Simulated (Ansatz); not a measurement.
Given:

```yaml
crystal:
  lattice:
    - [4.00297, 0.00000, 0.00000]
    - [0.00000, 4.00297, 0.00000]
    - [2.00149, -2.00149, 3.05704]
  atoms:
    - { symbol: P, position: [0.75000, 0.75000, 0.50000] }
    - { symbol: In, position: [0.00000, 0.00000, 0.00000] }
```

No spin polarisation.

Method: PBEsol in Ansatz (plane waves to 420 eV, PAW, spin-orbit coupling left out). k-mesh 10×10×10 (Γ-centred); smearing 0.05 eV (Fermi–Dirac).

Problem. Estimate the mean in-plane stress (compression positive).

Solution. +3.7 GPa.

Problem. What is the computed electron mass?

Solution. 0.069 mₑ out of plane, 0.049 mₑ in plane (at Γ).

Problem. Predict the valence-band top at Γ (three highest levels, from the VBM).

Solution. 0.00, 0.00, -0.42 eV.

The levels and masses belong to the bands next to the band gap. The cells carry an imposed strain or load. Masses are band curvatures over ±0.01 Å⁻¹ around the edge. Whether these cells are dynamically stable was not tested. The cell was made from InP in the zinc blende structure (space group F-43m, No. 216) by this change: biaxial strain −3.70 %, plane normal [001], relaxed out of plane.

Ansatz is a first-principles code.
